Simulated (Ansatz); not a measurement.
How the bulk modulus of TaRu (P4/mmm, No. 123; start mp-1217908) moves with the method

No measured value is used here.

```json
[
 {"level (code)": "LDA (Ansatz)", "value (GPa)": "289", "cell (Å³/atom)": "15.17"},
 {"level (code)": "PBEsol (Ansatz)", "value (GPa)": "275", "cell (Å³/atom)": "15.49"},
 {"level (code)": "r²SCAN (Ansatz)", "value (GPa)": "270", "cell (Å³/atom)": "15.72"}
]
```

Density-functional levels without +SOC have no spin–orbit coupling. LDA, PBEsol, r²SCAN: the run has no spin polarisation, so it can have missed a magnetic state. LDA, PBEsol, r²SCAN: the bulk modulus is −V dP/dV from two relaxed cells at ±2 % in volume. LDA, PBEsol, r²SCAN: the relaxation could not lower the start's symmetry, so the cell can be a saddle point above a distorted one. Each level is taken at its own relaxed cell. Cutoffs differ between the levels. Ansatz's density-functional and Hartree–Fock values are scalar-relativistic unless marked +SOC, with PAW data made under PBE.

A start named mp-… is a Materials Project structure, which can be a computed phase never made.

Ansatz is an electronic-structure program.
